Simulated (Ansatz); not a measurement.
# NbC: Nb → Y

Take NbC in the rock salt structure (space group Fm-3m, No. 225; a = 4.4499 Å) as the base.

Modification: every Nb is replaced by Y, then cell and atoms are relaxed.

Computed with Kohn–Sham DFT with the PBEsol functional, run in Ansatz (an electronic-structure program) with PAW and 420 eV plane waves, no SOC. Settings: 16×16×16 k-points, 0.05 eV Fermi–Dirac smearing, for the changed cell.

```json
[
 {"quantity": "volume per atom", "base": "11.01 Å³", "changed": "15.94 Å³", "shift": "+4.921 Å³"},
 {"quantity": "lattice parameter a", "base": "4.450 Å", "changed": "5.033 Å", "shift": "+0.583 Å"},
 {"quantity": "shortest interatomic distance", "base": "2.225 Å", "changed": "2.516 Å", "shift": "+0.291 Å"},
 {"quantity": "band gap", "base": "zero", "changed": "zero", "shift": "–"}
]
```

Final structure:

```xyz
2
Lattice="0.0000 2.5165 2.5165 2.5165 0.0000 2.5165 2.5165 2.5165 0.0000" Properties=species:S:1:pos:R:3 pbc="T T T"
Y      0.0000     0.0000     0.0000
C      2.5165     2.5165     2.5165
```

No phonon test of stability was made. For YC in this form, whether it has been made was not checked. The final runs are not spin-polarised. An odd electron count without spin: YC and NbC. YC has a high density of states at the Fermi level and may be magnetic at this level.
